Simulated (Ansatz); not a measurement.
Consider BN (space group P6_3/mmc, No. 194; a = 2.504 Å, c = 7.035 Å; layered, stacked along the Cartesian z axis).

The values are results of PBEsol in Ansatz (plane waves to 420 eV, PAW, no SOC), not measurements.

Carriers are added at fixed cell with a uniform background; the Fermi–Dirac width is that of 300 K.

One change was made to it. Results:

```tsv
quantity	base	after
Fermi level relative to the doped band's edge (positive inside the band; to 0.05 eV)	–	+0.05 eV
gap between the host's bands	4.25 eV	4.29 eV
gap character	indirect, k = (0.296, 1/3, 0) in the run's primitive reciprocal basis → M	indirect, k = (0.296, 1/3, 0) in the run's primitive reciprocal basis → M
```

**Question.** Name the change that was made.
(A) holes 1.0×10^22 cm⁻³
(B) electrons 2.0×10^21 cm⁻³
(C) electrons 1.0×10^21 cm⁻³
(D) holes 1.0×10^21 cm⁻³

**Answer.** D, holes 1.0×10^21 cm⁻³. For comparison, the gap between the host's bands in the other runs: electrons 1.0×10^21 cm⁻³ gives 4.24 eV; electrons 2.0×10^21 cm⁻³ gives 4.24 eV; holes 1.0×10^22 cm⁻³ gives 4.63 eV.

Carriers are added with a uniform compensating background; total energy and stress of such cells depend on the potential's zero and are not compared; many-body gap narrowing is missing at this level. No phonon test of stability was made. The base started in Pnma and relaxed to P6_3/mmc at this level. No dispersion term is included in the PBEsol runs.

Ansatz is a program for electronic structure.
